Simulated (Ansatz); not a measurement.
The starting structures come from a database of crystals and need not be the phases stable at ambient conditions.

The decay constant κ of evanescent states in the gap governs leakage through a thin film.

```
LiNbO2
1.0
    2.92178     0.00000     0.00000
   -1.46089     2.53034     0.00000
    0.00000     0.00000    10.45103
Li Nb O
2 2 4
Direct
  0.00000   0.00000   0.00000
  0.00000   0.00000   0.50000
  0.33333   0.66667   0.75000
  0.66667   0.33333   0.25000
  0.33333   0.66667   0.12183
  0.66667   0.33333   0.87817
  0.66667   0.33333   0.62183
  0.33333   0.66667   0.37817
```

Space group of this cell: P6_3/mmc. The cell is taken as given; by r2SCAN its mean pressure is -4.7 GPa.

Transport runs along the normal of the first two printed cell vectors, the (001) plane of the conventional cell.

The gap is the functional's own. No spin-orbit coupling. Mid-gap values are interpolated on the energy grid.

Task: Give the band gap and the smallest decay constant κ at mid-gap that r2SCAN (Ansatz, a quantum-chemistry and plane-wave program) yields.

Result: Gap 1.79 eV on a 12×12×4 mesh; κ = 0.443 1/Å, at (0.167, 0.000) of the in-plane reciprocal vectors. At the zone centre, at the nearest computed energy, the slowest state has κ = 0.57 1/Å.
